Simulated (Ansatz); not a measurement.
Take Cu in the fcc (Cu type) structure (space group Fm-3m, No. 225; a = 3.564 Å) as the base. Axes: x, y, z lie along the cube axes.

Calculations: PBEsol in Ansatz (plane waves to 420 eV, PAW, no SOC).

Base values:

The volume per atom is 11.32 Å³ and the pressure comes out as 0.0 GPa.

Now apply this change: compressive biaxial strain of 3.29 % in the plane normal to [111], as in epitaxy on a mismatched substrate; the out-of-plane cell vector and the atoms relax.

Task: Predict the new energy relative to the base, volume per atom and pressure.

Result: The energy rises by 29 meV/atom; the volume per atom falls by 0.493 Å³ to 10.82 Å³; the pressure (mean of the normal stresses, compression positive) goes from zero to 9.0 GPa.

Without a gap, meshes like the base's 22×22×22 leave anisotropic stresses uncertain by several tenths of a GPa, and small strain energies with them. No phonon test of stability was made. All final runs are without spin polarisation.

Ansatz is a first-principles code.
